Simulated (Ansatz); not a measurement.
LuCl$_{3}$ (space group R-3c, No. 167; a hypothetical phase, not in the database extracts checked)

Space group R-3c, hexagonal axes (No. 167); a = b = 6.4314 Å, c = 17.6660 Å, α = β = 90.00°, γ = 120.00°

```
atom  site  symmetry       x       y       z
----  ----  --------  ------  ------  ------
Lu      6b       -3.  0.0000  0.0000  0.0000
Cl     18e        .2  0.3438  0.3438  0.7500
```
(The calculation used a cell of 8 atoms; values per cell refer to that cell.)

All numbers come from PBEsol/PAW in Ansatz (a program for electronic structure), scalar-relativistic without spin-orbit coupling. Γ-centred 6×6×6 mesh, Fermi–Dirac width 0.05 eV.

| Property | Result |
|---|---|
| Volume per atom | 26.37 Å³ |
| Density | 4.43 g/cm³ |
| Band gap | 4.63 eV, indirect, Γ → F |
| Hole mass | 0.40 mₑ along c, 2.0 mₑ across |
| Lowest conduction-band minima above the VBM | F (1/2, 0, 1/2) 4.63 eV; Γ 4.86 eV |
| Total energy | -4450.663 eV/atom (σ→0; compares only within this code and set-up) |

Masses are band curvatures over ±0.01 Å⁻¹ around the edge. Stability against distortions was not tested. The base started in R32 and relaxed to R-3c at this level.
